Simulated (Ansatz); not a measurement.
Worked example: zone-centre phonon calculation of HfB2 (P6/mmm, 3 atoms in the cell) in Ansatz (a quantum-chemistry and plane-wave program).

Computed with PBE, PAW files (plane waves; Ansatz).

```yaml
crystal:
  lattice:
    - [1.57471, -2.72748, 0.00000]
    - [1.57471, 2.72748, 0.00000]
    - [0.00000, 0.00000, 3.49044]
  atoms:
    - { symbol: Hf, position: [0.00000, 0.00000, 0.00000] }
    - { symbol: B, position: [0.33333, 0.66667, 0.50000] }
    - { symbol: B, position: [0.66667, 0.33333, 0.50000] }
```

Reference input (self-consistent single point, DFT, PBE, plane waves, PAW files): basis.ecutwfc = 420 eV; kpoints.mp_grid.grid = 12 12 10; hamiltonian.xc = pbe; hamiltonian.pseudopotentials = {kind: paw} (the program's default PAW files); scf.occupations.method = gaussian; scf.occupations.width = 0.1 eV. This run's input differs from it in these lines:

Ansatz 0.2 input:
```diff
@@ -18,7 +18,5 @@
 scf:
-  occupations: { method: gaussian, width: 0.1 }
-output:
-  forces: true
-  eigenvalues: true
-  stress: true
+  occupations: { method: gaussian, width: 0.2 }
+phonons:
+  method: dfpt
```

Output (repeated stretches shortened):

```
SCF iter   1: F=—  HF=-16037.741216 eV  |F-HF|=—  |Δ(HF+E_count)|=         —  Δρ=6.62e-2  dr2=2.12e0  ethr=3.10e-3  ⟨swp⟩=4.2  Hψ=20315  notcnv=0
all-band conjugate gradients solve this SCF's bands
preconditioner: auto → none
SCF iter   2: F=—  HF=-16037.266910 eV  |F-HF|=—  |Δ(HF+E_count)|=   4.74e-1  Δρ=3.54e-2  dr2=6.17e-1  ethr=3.10e-3  ⟨swp⟩=3.0  Hψ=11017  notcnv=0
   [... lines left out ...]
SCF iter   6: F=—  HF=-16037.064917 eV  |F-HF|=—  |Δ(HF+E_count)|=   2.42e-4  Δρ=1.24e-4  dr2=7.80e-6  ethr=9.55e-7  ⟨swp⟩=2.0  Hψ=9296  notcnv=0
SCF iter   7: F=—  HF=-16037.064918 eV  |F-HF|=—  |Δ(HF+E_count)|=   4.57e-7  Δρ=3.04e-5  dr2=3.64e-7  ethr=2.44e-8  ⟨swp⟩=2.5  Hψ=8891  notcnv=0
SCF iter   8: F=—  HF=-16037.064918 eV  |F-HF|=—  |Δ(HF+E_count)|=   4.24e-7  Δρ=2.77e-6  dr2=8.23e-10  ethr=1.14e-9  ⟨swp⟩=2.5  Hψ=9011  notcnv=0
SCF iter   9: F=-16037.064918 eV  HF=-16037.064918 eV  |F-HF|=7.28e-12  |Δ(HF+E_count)|=  4.26e-10  Δρ=1.97e-7  dr2=8.62e-12  ethr=1.00e-12  ⟨swp⟩=5.5  Hψ=32509  notcnv=0
SCF 1 converged in 9 iterations: F = -16037.064918 eV  dr2 = 8.62e-12
DFPT response loops at Γ: preconditioner auto → Kerker (q_TF=auto, 2.758 Å⁻¹) (partly filled bands, converged f_vac=0.000) …
Free energy (F): -16037.064918 eV
Internal energy: -16037.059419 eV  (E = F + TS)
E sigma→0 (E₀):  -16037.062168 eV
Entropy (-TS):   -0.005499 eV (-1.833 meV/atom)
Fermi energy:    19.119593 eV
--- Phonons (Γ-DFPT): 4 representative perturbations + reference, on 258 of 1440 k-points (Σ response iterations 12) ---
  k mesh reduced under 4 symmetry operations, with k and −k counted as one. Each operation leaves every solved displacement unchanged or reverses it
  ASR residual: 1.143e-4 → 0.000e0 eV/Å²; symmetrization residual: 5.382e-7 eV/Å²
  ASR residual per site (eV/Å²): 1.14e-4 2.37e-5 2.37e-5
  Γ frequencies (cm⁻¹): 0.00 0.00 0.00 433.79 433.79 460.89 521.37 789.27 789.27
  non-analytic LO–TO correction: not included (Born effective charges unavailable; polar crystals: no LO–TO splitting at Γ)
```

The run converged in 9 iterations. 

Summary of the result:
| Quantity | Value |
|---|---|
| Free energy E − TS (on the zero of these files) | -16037.0649 eV |
| Fermi level (on the code's own zero) | 19.12 eV |
| Zone-centre frequencies (cm⁻¹; negative means imaginary) | 0, 0, 0, 434, 434, 461, 521, 789, 789 |

The starting cell has typed, rounded lattice constants, without a prior relaxation at this level. Its lattice was rescaled by up to half a per cent.

Cost on one core of a shared machine: roughly 50 s.
